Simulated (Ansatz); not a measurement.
Take ZnO (space group Pm-3n, No. 223; a = 5.657 Å; a hypothetical phase, not in the database extracts checked) as the base.

(Cell as relaxed with PBE.)

Levels (all Ansatz, an electronic-structure program, PAW): PBE (420 eV, without spin-orbit coupling); PBEsol (420 eV, scalar-relativistic without spin-orbit coupling).

Each level relaxes its own structure.

```json
[
 {"base": "volume per atom", "PBE": "15.08 Å³", "PBEsol": "14.45 Å³"},
 {"base": "lattice parameter a", "PBE": "5.657 Å", "PBEsol": "5.577 Å"},
 {"base": "band gap", "PBE": "1.05 eV", "PBEsol": "1.02 eV"}
]
```

It is then changed as follows: a negative pressure, −1 GPa.

| quantity | PBE | PBEsol |
|---|---|---|
| shift of the gap caused by the change | -0.01 eV | -0.01 eV |
| lattice parameter a | 5.675 Å | 5.593 Å |
| band gap | 1.05 eV | 1.01 eV |
| electron mass | 0.21 mₑ (at Γ) | 0.21 mₑ (at Γ) |

PBE's lattice parameter a lies 0.082 Å above PBEsol's (1.5 %); PBE's band gap lies 0.032 eV above PBEsol's; the two agree on the shift of the gap caused by the change and electron mass. Neither level is exact; PBEsol is the comparison here, not a measurement.

Load acts through the strain it causes; cell and atoms are relaxed under it. Masses are band curvatures over ±0.01 Å⁻¹ around the edge. Stability against distortions was not tested.
